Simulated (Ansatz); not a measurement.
**What biaxial strain −3.66 %, plane normal [001], relaxed out of plane does to TiO2**

Start from TiO2 in the anatase structure (space group I4_1/amd, No. 141; a = 3.7984 Å, c = 9.7038 Å). Axes: x, y, z lie along a, b, c of the conventional cell.

Modification: compressive biaxial strain of 3.66 % in the plane normal to [001], as in epitaxy on a mismatched substrate; the out-of-plane cell vector and the atoms relax.

Method: plane-wave PAW DFT at the PBE level (Ansatz, a first-principles code, 420 eV), no spin-orbit coupling, earlier PAW set. k-mesh 12×12×12 (Γ-centred); smearing 0.05 eV (Fermi–Dirac).

```json
[
 {"quantity": "volume per atom", "base": "11.67 Å³", "changed": "11.49 Å³", "shift": "-0.18 Å³"},
 {"quantity": "space group", "base": "I4_1/amd (No. 141)", "changed": "I4_1/amd (No. 141)", "shift": "–"},
 {"quantity": "shortest interatomic distance", "base": "1.946 Å", "changed": "1.902 Å", "shift": "-0.044 Å"},
 {"quantity": "energy relative to the base (free energy F)", "base": "0 meV/atom", "changed": "+25 meV/atom", "shift": "+25 meV/atom"},
 {"quantity": "pressure (mean of the normal stresses, compression positive)", "base": "0.00 GPa", "changed": "6.15 GPa", "shift": "+6.15 GPa"},
 {"quantity": "band gap", "base": "2.13 eV", "changed": "2.48 eV", "shift": "+0.35 eV"},
 {"quantity": "smallest direct gap", "base": "2.43 eV", "changed": "2.75 eV", "shift": "+0.32 eV"},
 {"quantity": "out-of-plane strain", "base": "–", "changed": "+6.08 %", "shift": "–"},
 {"quantity": "ratio −ε⊥/ε∥", "base": "–", "changed": "1.66", "shift": "–"}
]
```

Final structure (turned so that z lies along the plane normal):

```
CELL_PARAMETERS angstrom
      3.65940     0.00000     0.00000
      0.00000     3.65940     0.00000
      1.82970    -1.82970     5.14709
ATOMIC_POSITIONS crystal
  Ti 0.50000 0.50000 0.00000
  Ti 0.75000 0.75000 0.50000
  O  0.69958 0.30042 0.60085
  O  0.94958 0.55042 0.10085
  O  0.55042 0.94958 0.89915
  O  0.30042 0.69958 0.39915
```

Stability against distortions was not tested. The final runs are not spin-polarised.
